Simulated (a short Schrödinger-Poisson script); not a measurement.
## Symmetric double-gate stack, Al2O3 on p-type Ge(111)

Structure: symmetric double-gate stack, Al2O3 on p-type Ge(111), at 400 K.

```tsv
layer	material	thickness (nm)	Na (cm⁻³)
1	Al2O3	4.7	-
2	Ge	14	3e15
3	Al2O3	4.7	-
```

The device is made up for the run: typed textbook-type constants, with dimensions and the other settings drawn at random. Al2O3: permittivity 9, conduction-band edge (eV) 2.65, gap (eV) 6.8, electron mass (mₑ) 0.3. Ge: permittivity 16, conduction-band edge (eV) 0, gap (eV) 0.664, Nv at 300 K (cm⁻³) 6e18.

Channel valleys (confinement mass, in-plane density-of-states mass, number): L1 1.59, 0.08, 1; L3 0.09, 0.34, 3. At the gates, both at one voltage, the conduction-band edge of layer 1 lies 2.67 eV − eVg above the Fermi level of the channel. Gaps are held at their typed values at every temperature. Mesh 0.03 nm at interfaces.

From a short Schrödinger-Poisson script (our own, NumPy): 1D Poisson equation in equilibrium, electrons quantum, Hartree (BenDaniel-Duke, 12 states a valley, the channel's in-plane mass for all, wave functions free to enter the dielectric), parabolic valleys, classical holes, full ionisation, no traps, pinning or gate leakage.

| Vg (V) | electrons (cm⁻²) | C (μF/cm²) | L1 E0 (meV) | L1 E1 (meV) | L3 E0 (meV) | L3 E1 (meV) |
|---|---|---|---|---|---|---|
| -0.5 | 5.81e6 | 0.554 | 511.7 | 515.7 | 528.1 | 581.2 |
| -0.4 | 8.18e7 | 0.0487 | 420.8 | 424.4 | 437.1 | 489.8 |
| -0.3 | 1.46e9 | 0.00959 | 321.5 | 325.1 | 337.8 | 390.5 |
| -0.2 | 2.53e10 | 0.114 | 223.2 | 226.6 | 239.5 | 292.0 |
| -0.1 | 2.82e11 | 0.858 | 140.3 | 142.8 | 156.6 | 207.9 |
| 0 | 1.10e12 | 1.68 | 92.3 | 92.9 | 110.5 | 158.4 |
| 0.1 | 2.28e12 | 2.07 | 62.0 | 62.0 | 86.5 | 130.1 |
| 0.2 | 3.65e12 | 2.28 | 39.0 | 39.0 | 71.8 | 111.3 |
| 0.3 | 5.12e12 | 2.42 | 20.1 | 20.2 | 61.6 | 97.4 |
| 0.4 | 6.66e12 | 2.52 | 4.0 | 4.0 | 53.8 | 86.4 |
| 0.5 | 8.26e12 | 2.59 | -10.2 | -10.2 | 47.5 | 77.3 |
| 0.6 | 9.90e12 | 2.65 | -23.1 | -23.1 | 42.2 | 69.6 |
| 0.7 | 1.16e13 | 2.69 | -35.0 | -35.0 | 37.5 | 62.7 |
| 0.8 | 1.33e13 | 2.73 | -46.1 | -46.1 | 33.4 | 56.6 |
| 0.9 | 1.50e13 | 2.75 | -56.5 | -56.5 | 29.6 | 51.0 |
| 1 | 1.67e13 | 2.78 | -66.4 | -66.4 | 26.1 | 45.9 |
| 1.1 | 1.84e13 | 2.80 | -75.9 | -75.9 | 22.7 | 41.1 |
| 1.2 | 2.02e13 | 2.82 | -85.0 | -85.0 | 19.6 | 36.6 |
| 1.3 | 2.20e13 | 2.84 | -93.7 | -93.7 | 16.6 | 32.3 |
| 1.4 | 2.37e13 | 2.85 | -102.2 | -102.2 | 13.7 | 28.3 |
| 1.5 | 2.55e13 | 2.87 | -110.4 | -110.4 | 10.9 | 24.5 |

Subbands count from the Fermi level. The capacitance is that of both gates.

Only the L valleys are kept; under strong confinement the Δ valleys of Ge fill too.
